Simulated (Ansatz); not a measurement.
Cubic perovskite BaLiF3 was calculated with r²SCAN+rVV10 in Ansatz (plane waves, PAW).

Numerical settings: plane-wave cutoff 560 eV, 8×8×8 k mesh, Fermi–Dirac smearing 0.01 eV, scalar-relativistic PAW data made under PBE.

The direct gap at Γ against volume; x = 100 ln(V/12.418 Å³). One gap is withheld.

| V (Å³/atom) | x | gap (eV) |
|---|---|---|
| 11.673 | -6.19 | ? |
| 11.922 | -4.08 | 7.441 |
| 12.170 | -2.02 | 7.408 |
| 12.418 | 0.00 | 7.374 |
| 12.667 | 1.99 | 7.340 |
| 12.915 | 3.92 | 7.304 |
| 13.163 | 5.83 | 7.267 |

Task: Fit a straight line to the rows shown, give the volume deformation potential and predict the withheld gap.

Result: Means of the 6 rows: x̄ = 0.940, ȳ = 7.3557 eV. Σ(x − x̄)(y − ȳ) = -1.2045 and Σ(x − x̄)² = 68.741, so the slope is -0.0175 eV per unit of x, and dE_g/d ln V = -1.8 eV. At x = -6.19: 7.3557 + (-0.0175) × (-6.19 − (0.940)) = 7.480 eV. The run gives 7.472 eV, 0.008 eV below the line, as the curve bends the same way over all rows.

Spin–orbit coupling is not included.

Note: the relaxation could not lower the start's symmetry, so the cell can be a saddle point above a distorted one.

Ansatz is a quantum-chemistry and plane-wave program.
